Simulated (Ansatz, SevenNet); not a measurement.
Te (model structure, started from the diamond type, Fd-3m, No. 227, 2 atoms in the cell): equilibrium lattice constant a by level of theory

No measured value is used here.

```
level (code)         value (Å)
-------------------  ---------
SevenNet-0               7.236
LDA (Ansatz)             7.001
PBE (Ansatz)               [?]
PBEsol (Ansatz)          7.059
PBE-D3(BJ) (Ansatz)        [?]
r²SCAN (Ansatz)          7.146
```

**Question.** What belongs in the gaps?

**Answer.** 
- PBE (Ansatz, a quantum-chemistry and plane-wave program), value (Å): 7.185
- PBE-D3(BJ) (Ansatz), value (Å): 7.077

SevenNet-0: the cell moved over 20 % in volume from its start. Cutoffs differ between the levels. Ansatz's density-functional and Hartree–Fock values are scalar-relativistic unless marked +SOC, with PAW data made under PBE.

Machine-learned potentials (SevenNet-0) are trained on DFT data: a solid inside that data is no test of them.

A model structure was made by putting elements into a prototype or built by hand; it is no filed structure, need not be a known phase, and can be a saddle point held by its symmetry.
